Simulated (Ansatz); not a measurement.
F on the 1x1 (100) surface of rock-salt MgO (cut with top plane Mg + O), one in a 2x2 cell: adsorption energies (eV for each) against ½ F2(g) in Ansatz (plane waves, PAW). Structures relaxed with PBE; the other functionals are single points on them, with slab and gas at the same level. No dispersion, zero-point or thermal terms. Rows are starts at which the adsorbate stayed; left out, since it moved away, changed or didn't bind there, or the run didn't converge: top O.

Host crystal: rock-salt MgO, with a band gap (PBE, scalar-relativistic without spin-orbit coupling).

Slab: 33 atoms, 6.4 Å thick at the start under the adsorbate (thin: gaps and levels are the slab's own); k 3x3x1, smearing 0.01 eV, dipole-corrected; 16 atoms held, the rest relaxed; each run with such symmetry as its start has; spin-polarised, no spin-orbit, no U, no dispersion correction.

```
site                        PBE  RPBE  r2SCAN
------------------------  -----  ----  ------
top Mg                    -0.87   [?]   -0.78
hollow Mg-Mg-O-O          -0.99   [?]   -1.04
bridge Mg-O (span 2.1 Å)  -1.02   [?]   -1.16
```

Problem. What belongs in the gaps?

Solution. 
- top Mg, RPBE: -0.86
- hollow Mg-Mg-O-O, RPBE: -0.91
- bridge Mg-O (span 2.1 Å), RPBE: -0.97

RPBE moves the energies by 0.05 eV on average against PBE and puts 'bridge Mg-O (span 2.1 Å)' lowest, as PBE does. r2SCAN moves the energies by -0.03 eV on average against PBE and puts 'bridge Mg-O (span 2.1 Å)' lowest, as PBE does.

Ansatz is a first-principles code.
